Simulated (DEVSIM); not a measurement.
System: Schottky contact on n-type GaAs, at 300 K.

```csv
layer (left to right),material,thickness (μm),Nd (cm⁻³),τn (s),τp (s)
1,GaAs,5.90,1.5e17,3e-10,3e-10
```

Left contact: Schottky, work function 5.32 eV, emission velocity 8e6 cm/s. Right contact: ohmic. Voltage is applied to the left contact. Recombination: SRH at mid-gap, Auger. Mobility is constant in doping.

Constants are typed, rounded textbook-type inputs, not results; the design itself was drawn at random and stands for no fabricated device. Values at 300 K.

```csv
parameter,GaAs
gap (eV),1.424
affinity (eV),4.07
permittivity,12.9
Nc (cm⁻³),4.7e17
Nv (cm⁻³),9e18
μn (cm²/Vs),8500
μp (cm²/Vs),400
Cn (cm⁶/s),1e-30
Cp (cm⁶/s),1e-30
```

DEVSIM, 1D drift-diffusion, Boltzmann statistics, complete ionisation; no tunnelling, impact ionisation, image-force lowering or self-heating. Metal contacts follow the ideal Schottky-Mott rule: no Fermi-level pinning, no interface dipoles.

### Question
Tabulate band edges, carrier densities and field at 1.15 V on the left contact.

### Answer
Energies count from the Fermi level of the right contact; mesh points crowd at the junctions.

| x (μm) | Ec (eV) | Ev (eV) | n (cm⁻³) | p (cm⁻³) | field (V/cm) |
|---|---|---|---|---|---|
| 0.000 | 0.100 | -1.324 | 4.8e15 | 1.1e16 | -51000 |
| 0.01208 | 0.052 | -1.372 | 3.2e16 | 1.6e15 | -29000 |
| 0.03243 | 0.019 | -1.405 | 1.1e17 | 4.7e14 | -6700 |
| 0.06070 | 0.012 | -1.412 | 1.5e17 | 3.4e14 | -550 |
| 0.1254 | 0.012 | -1.412 | 1.5e17 | 3.0e14 | 29 |
| 0.2001 | 0.012 | -1.412 | 1.5e17 | 2.6e14 | 31 |
| 0.3260 | 0.013 | -1.411 | 1.5e17 | 2.1e14 | 31 |
| 0.5685 | 0.013 | -1.411 | 1.5e17 | 1.4e14 | 31 |
| 0.9010 | 0.014 | -1.410 | 1.5e17 | 7.7e13 | 31 |
| 1.363 | 0.016 | -1.408 | 1.5e17 | 3.4e13 | 30 |
| 2.055 | 0.018 | -1.406 | 1.5e17 | 1.0e13 | 30 |
| 3.495 | 0.022 | -1.402 | 1.5e17 | 8.5e11 | 30 |
| 4.368 | 0.025 | -1.399 | 1.5e17 | 1.9e11 | 30 |
| 4.886 | 0.026 | -1.397 | 1.5e17 | 7.4e10 | 30 |
| 5.335 | 0.028 | -1.396 | 1.5e17 | 3.0e10 | 30 |
| 5.531 | 0.028 | -1.396 | 1.5e17 | 1.8e10 | 30 |
| 5.662 | 0.029 | -1.395 | 1.5e17 | 1.1e10 | 30 |
| 5.756 | 0.029 | -1.395 | 1.5e17 | 6.8e9 | 30 |
| 5.829 | 0.029 | -1.395 | 1.5e17 | 3.3e9 | 30 |
| 5.861 | 0.029 | -1.395 | 1.5e17 | 1.8e9 | 30 |
| 5.882 | 0.029 | -1.395 | 1.5e17 | 8.5e8 | 30 |
| 5.900 | 0.030 | -1.395 | 1.5e17 | < 1e2 | 30 |
